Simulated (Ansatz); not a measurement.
**MoS2, response to strain**

Base system: MoS₂ (space group P6_3/mmc, No. 194; a = 3.149 Å, c = 12.089 Å; layered, stacked along the Cartesian z axis).

Strains are applied to the cell and any free atomic positions relax.

All numbers come from PBE-D3(BJ) (Ansatz, an electronic-structure program; PAW; 420 eV plane waves; no spin-orbit coupling).

Notes on the quantities. pressure: mean of the normal stresses, compression positive.

| isotropic strain (%) | pressure (GPa) |
|---|---|
| -3 | 8.4 |
| -2.4 | 6.4 |
| -1.8 | 4.6 |
| -1.2 | ? |
| -0.6 | 1.4 |
| 0 | 0.0 |

**Question.** Fit P = P₀ − Bδ + Cδ² with δ = (1 + ε)³ − 1 to the rows shown and predict the withheld row.

**Answer.** Least squares on the printed values gives P₀ = 0.0 GPa, B = 71.9 GPa (at held cell shape), C = 276 GPa (largest residual 0.0 GPa); this predicts 2.9 GPa, and the run gives 2.9 GPa, in agreement.

No phonon test of stability was made.
